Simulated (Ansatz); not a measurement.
The starting structures come from a database of crystals and need not be the phases stable at ambient conditions.

Evanescent states of Cs$_{2}$SnBr$_{6}$ (Fm-3m, not sure to be the ambient phase, 9 atoms a cell, 36.8 Å³ an atom) along the normal of (111)

Calculation: PBEsol (plane waves, PAW; Ansatz, a program for electronic structure).

The gap is the functional's own. No spin-orbit coupling. Mid-gap values are interpolated on the energy grid.

Energies count from the valence-band top; κ is the least over a 6×6 mesh across the current.

| E (eV) | κ (1/Å) | where |
|---|---|---|
| 0.04 | 0.101 | Γ |
| 0.12 | 0.164 | Γ |
| 0.20 | 0.193 | Γ |
| 0.28 | 0.198 | Γ |
| 0.36 | (withheld) | Γ |
| 0.44 | (withheld) | Γ |
| 0.52 | (withheld) | Γ |
| 0.60 | (withheld) | Γ |
| 0.68 | (withheld) | Γ |
| 0.76 | (withheld) | Γ |
| 0.84 | (withheld) | Γ |
| 0.92 | (withheld) | Γ |
| 1.00 | (withheld) | Γ |
| 1.08 | 0.156 | Γ |
| 1.16 | 0.138 | Γ |
| 1.24 | 0.114 | Γ |
| 1.32 | 0.078 | Γ |

Question: Some entries are withheld; supply them.

Answer: 
- 0.36, κ (1/Å): 0.202
- 0.44, κ (1/Å): 0.204
- 0.52, κ (1/Å): 0.204
- 0.60, κ (1/Å): 0.203
- 0.68, κ (1/Å): 0.200
- 0.76, κ (1/Å): 0.196
- 0.84, κ (1/Å): 0.190
- 0.92, κ (1/Å): 0.181
- 1.00, κ (1/Å): 0.170
